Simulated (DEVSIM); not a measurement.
Device: Cr/SiON/p-InP capacitor, at 300 K.

Layer 1 from the left is SiON, thickness (nm) 4.10. Layer 2 from the left is InP, thickness (nm) 14000, Na (cm⁻³) 1.9e15.

Metal gate on the left, work function 4.5 eV. Fixed charge at the semiconductor interface -3.8e11 cm⁻² (in units of +e); no interface traps.

This is a model device: material constants are rounded textbook-type values typed into the input, and sizes, dopings and lifetimes were drawn at random. Values at 300 K.

SiON: gap (eV) 7, affinity (eV) 1.4, permittivity 5.5. InP: gap (eV) 1.344, affinity (eV) 4.38, permittivity 12.5, Nc (cm⁻³) 5.7e17, Nv (cm⁻³) 1.1e19.

Model (solved in DEVSIM): 1D Poisson equation in equilibrium, Boltzmann statistics, complete ionisation; no quantum confinement or tunnelling. Metal contacts follow the ideal Schottky-Mott rule: no Fermi-level pinning, no interface dipoles.

### Question
What does the simulation give for the minimum of the low-frequency capacitance, the threshold voltage (band bending 2φF)?

### Answer
minimum of the low-frequency capacitance 0.0144 μF/cm²; threshold voltage (band bending 2φF) 0.04 V.
